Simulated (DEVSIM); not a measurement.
Device: Si p+/n-/n+ power diode, at 300 K.

| layer (left to right) | material | thickness (μm) | Nd (cm⁻³) | Na (cm⁻³) | τn (s) | τp (s) |
|---|---|---|---|---|---|---|
| 1 | Si | 0.870 | - | 3.9e18 | 3.4e-6 | 3.4e-6 |
| 2 | Si | 44.0 | 5.4e15 | - | 3.4e-6 | 3.4e-6 |
| 3 | Si | 4.90 | 1.3e18 | - | 3.4e-6 | 3.4e-6 |

Left contact: ohmic. Right contact: ohmic. Voltage is applied to the left contact. Recombination: SRH at mid-gap. Gap narrowing is on: ΔEg = 6.92 meV × (l + √(l² + 0.5)), l = ln(N/1.3e17 cm⁻³), shared equally by both band edges. Mobility is μmin + (μ − μmin)/(1 + (N/Nref)^α).

Constants are typed, rounded textbook-type inputs, not results; the design itself was drawn at random and stands for no fabricated device. Values at 300 K.

```tsv
parameter	Si
gap (eV)	1.124
affinity (eV)	4.05
permittivity	11.7
Nc (cm⁻³)	2.86e19
Nv (cm⁻³)	3.1e19
μn (cm²/Vs)	1417
μp (cm²/Vs)	470
μn,min	52
μp,min	45
Nref,n	9.7e16
Nref,p	2.2e17
αn	0.68
αp	0.72
```

DEVSIM, 1D drift-diffusion, Boltzmann statistics, complete ionisation; no tunnelling, impact ionisation, image-force lowering or self-heating.

Question: Tabulate band edges, carrier densities and field at 0.9 V on the left contact.

Answer: Energies count from the Fermi level of the right contact; mesh points crowd at the junctions.

```
x (μm)   Ec (eV)  Ev (eV)  n (cm⁻³)  p (cm⁻³)  field (V/cm)
-------  -------  -------  --------  --------  ------------
0.000      0.123   -0.954       190    3.9e18           ≈ 0
0.05858    0.123   -0.954    2.9e15    3.9e18           ≈ 0
0.2520     0.123   -0.953    1.2e16    3.9e18           ≈ 0
0.6653     0.123   -0.953    3.3e16    3.9e18           ≈ 0
0.8480     0.123   -0.953    4.1e16    3.9e18           ≈ 0
0.8885     0.091   -1.033    1.5e17    1.8e17         -4300
1.003      0.088   -1.036    1.7e17    1.6e17           ≈ 0
1.680      0.089   -1.035    1.7e17    1.6e17           ≈ 0
3.923      0.091   -1.033    1.7e17    1.6e17           ≈ 0
11.74      0.098   -1.025    1.7e17    1.6e17           ≈ 0
31.93      0.117   -1.006    1.7e17    1.6e17           ≈ 0
42.56      0.127   -0.997    1.7e17    1.7e17           ≈ 0
44.23      0.128   -0.995    1.8e17    1.7e17           ≈ 0
44.71      0.128   -0.995    1.8e17    1.7e17           ≈ 0
44.86      0.123   -1.001    2.2e17    1.3e17         -8700
44.91      0.075   -1.016    1.4e18    7.5e16           ≈ 0
45.05      0.076   -1.016    1.4e18    7.3e16           ≈ 0
45.57      0.076   -1.015    1.4e18    6.5e16           ≈ 0
48.21      0.078   -1.013    1.3e18    2.5e16           ≈ 0
49.34      0.079   -1.012    1.3e18    7.1e15           ≈ 0
49.66      0.080   -1.012    1.3e18    1.7e15           ≈ 0
49.77      0.080   -1.012    1.3e18       320           ≈ 0
```
